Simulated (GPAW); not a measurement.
```yaml
crystal:
  lattice:
    - [3.76391, 0.00000, 0.00000]
    - [-1.88196, 3.25964, 0.00000]
    - [0.00000, 0.00000, 6.35422]
  atoms:
    - { symbol: Sn, position: [0.00000, 0.00000, 0.00000] }
    - { symbol: Se, position: [0.66667, 0.33333, 0.75710] }
    - { symbol: Se, position: [0.33333, 0.66667, 0.24290] }
```

Method of the run: PBEsol, GPAW PAW datasets PBEsol (made by gpaw-setup) (plane waves; GPAW 25.7.0).

The set-up and first iterations of a GPAW log for SnSe₂ (P-3m1, 3 atoms in the cell):

```
Input parameters:
  convergence: {bands: -2,
                density: 1e-05}
  kpts: {gamma: True,
         size: (8, 8, 4)}
  maxiter: 150
  mode: {ecut: 600,
         name: pw}
  nbands: -4
  occupations: {name: fixed-uniform}
  symmetry: {symmorphic: False,
             tolerance: 0.0005}
  xc: PBEsol

species:
  Sn:
    name: Tin
    Z: 50.0
    valence: 14
    core: 36
    charge: 0.0
    file: Sn.PBEsol.gz

    # Using partial waves for Sn as LCAO basis

  Se:
    name: Selenium
    Z: 34.0
    valence: 6
    core: 28
    charge: 0.0
    file: Se.PBEsol.gz

    # Using partial waves for Se as LCAO basis

Reference energy: -300052.566556  # eV

Spin-paired calculation

Convergence criteria:
 Maximum [total energy] change in last 3 cyles: 0.0005 eV / valence electron
 Maximum integral of absolute [dens]ity change: 1e-05 electrons / valence electron
 Maximum integral of absolute [eigenst]ate change: 4e-08 eV^2 / valence electron
   [... lines left out ...]

Occupation numbers: # Uniform distribution of occupation numbers

Eigensolver

Densities:
  Coarse grid: 24*24*36 grid
  Fine grid: 48*48*72 grid
  Total Charge: 0.000000

Density mixing:
  Method: separate
  Backend: pulay
  Linear mixing parameter: 0.05
  old densities: 5
  Damping of long wavelength oscillations: 50

Hamiltonian:
  XC and Coulomb potentials evaluated on a 48*48*72 grid
  External potential:
    NoExternalPotential

XC parameters: PBEsol with 2 nearest neighbor stencil

Number of atoms: 3
Number of atomic orbitals: 17
Number of bands in calculation: 17
Number of valence electrons: 26
Bands to converge: 15

Density initialized from atomic densities
  17 bands from LCAO basis set

Atomic positions and initial magnetic moments

Positions:
   0 Sn     0.000000    0.000000    0.000000    ( 0.0000,  0.0000,  0.0000)
   1 Se     1.881956    1.086546    4.810778    ( 0.0000,  0.0000,  0.0000)
   2 Se    -0.000002    2.173095    1.543439    ( 0.0000,  0.0000,  0.0000)

Unit cell:
           periodic     x           y           z      points  spacing
  1. axis:    yes    3.763909    0.000000    0.000000    24     0.1358
  2. axis:    yes   -1.881955    3.259641    0.000000    24     0.1358
  3. axis:    yes    0.000000    0.000000    6.354217    36     0.1765

  Lengths:   3.763909   3.763909   6.354217
  Angles:   90.000000  90.000000 120.000005

Effective grid spacing dv^(1/3) = 0.1555
     iter     time        total  log10-change:
                         energy   eigst   dens
iter:   1 --:--:--   -13.347775   +0.44
iter:   2 --:--:--   -13.324918   -0.64  -1.23
iter:   3 --:--:--   -13.172986   -1.32  -1.26
iter:   4 --:--:--   -13.187592   -1.49  -1.47
iter:   5 --:--:--   -13.170483   -1.96  -1.70
iter:   6 --:--:--   -13.169960   -2.95  -1.94
iter:   7 --:--:--   -13.144812   -2.15  -1.94
iter:   8 --:--:--   -13.143350   -3.37  -2.58
iter:   9 --:--:--   -13.143378c  -3.69  -3.11
iter:  10 --:--:--   -13.143354c  -3.81  -3.05
iter:  11 --:--:--   -13.143341c  -4.27  -3.21
iter:  12 --:--:--   -13.143323c  -4.86  -3.74
iter:  13 --:--:--   -13.143328c  -5.09  -3.91
iter:  14 --:--:--   -13.143324c  -5.17  -3.92
iter:  15 --:--:--   -13.143324c  -5.38  -4.03
iter:  16 --:--:--   -13.143324c  -5.49  -4.65
iter:  17 --:--:--   -13.143324c  -5.39  -4.64
```

### Question
How does the run end?

### Answer
The run converged in 26 iterations. Convergence of the loop says nothing yet on basis, mesh or lower states. It ends on: free energy E − TS (from the program's reference atoms) -13.1433 eV; top of the valence band (on the code's own zero) 4.86 eV; gap on the k-point mesh 0.78 eV; pressure 3.26 GPa; largest force (vector length) 0.613 eV/Å. The log goes on:

```
iter:  18 --:--:--   -13.143324c  -5.70  -4.70
iter:  19 --:--:--   -13.143324c  -5.93  -5.18c
iter:  20 --:--:--   -13.143324c  -6.21  -5.34c
iter:  21 --:--:--   -13.143324c  -6.39  -5.39c
iter:  22 --:--:--   -13.143324c  -7.01  -5.44c
iter:  23 --:--:--   -13.143324c  -7.06  -5.48c
iter:  24 --:--:--   -13.143324c  -7.19  -5.55c
iter:  25 --:--:--   -13.143324c  -7.20  -5.57c
iter:  26 --:--:--   -13.143324c  -7.49c -5.86c
Converged after 26 iterations.

Dipole moment: (-0.000000, 0.000000, -0.000000) |e|*Ang

Energy contributions relative to reference atoms: (reference = -300052.566556)

Kinetic:        +28.207821
Potential:      -25.361012
External:        +0.000000
XC:             -15.883603
Entropy (-ST):   +0.000000
Local:           -0.106530
SIC:             +0.000000
--------------------------
Free energy:    -13.143324
Extrapolated:   -13.143324

Showing only first 2 kpts
 Kpt  Band  Eigenvalues  Occupancy
  0    11      4.64321    2.00000
  0    12      4.64321    2.00000
  0    13      6.11453    0.00000
  0    14      7.89097    0.00000

  1    11      4.69890    2.00000
  1    12      4.69890    2.00000
  1    13      6.89131    0.00000
  1    14      7.89311    0.00000

Fermi level: 5.24834

Gap: 0.777 eV
Transition (v -> c):
  (s=0, k=5, n=12, [0.12, 0.00, 0.25]) -> (s=0, k=34, n=13, [0.50, 0.50, 0.50])
Direct/indirect transitions are different
Direct gap: 1.228 eV
Transition at: (s=0, k=33, n=12, [0.50, 0.50, 0.25])
Energy (eV): -13.143324

Forces in eV/Ang:
  0 Sn    0.00000    0.00000    0.00000
  1 Se    0.00000    0.00000   -0.61313
  2 Se   -0.00000    0.00000    0.61313

Stress tensor:
    -0.019365    -0.000000     0.000000
    -0.000000    -0.019365     0.000000
     0.000000     0.000000    -0.022273
Stress (GPa, Voigt): [-3.1026 -3.1026 -3.5685  0.      0.     -0.    ]
```

For comparison: a first run (DFT PBE, plane waves, GPAW PAW datasets PBE (gpaw-data 1.0.1)) was changed to give this one (xc: PBE → PBEsol; potentials: GPAW PAW datasets PBEsol (made by gpaw-setup)), and from it to this one the pressure goes from 6.23 to 3.26 GPa, the largest force goes from 0.824 to 0.613 eV/Å and the gap on the mesh goes from 0.850 to 0.777 eV.

The starting cell comes from a database of computed structures (which also holds hypothetical and non-ambient phases and stackings), without a prior relaxation at this level. Its lattice was rescaled by a random factor within 2.5 % of one. With a pressure of about 3 GPa the cell is away from its equilibrium volume at this level.

The run was DFT PBEsol, plane waves, GPAW PAW datasets PBEsol (made by gpaw-setup). Main settings of its input:

mode: pw
ecut: 600 eV
xc: PBEsol
kpts: 8 8 4
mesh shift (steps): 0 0 0
occupations.name: fixed-uniform
nbands: -4
convergence.density: 1e-05 e/electron
convergence.bands: -2
symmetry.symmorphic: false
symmetry.tolerance: 0.0005
maxiter: 150
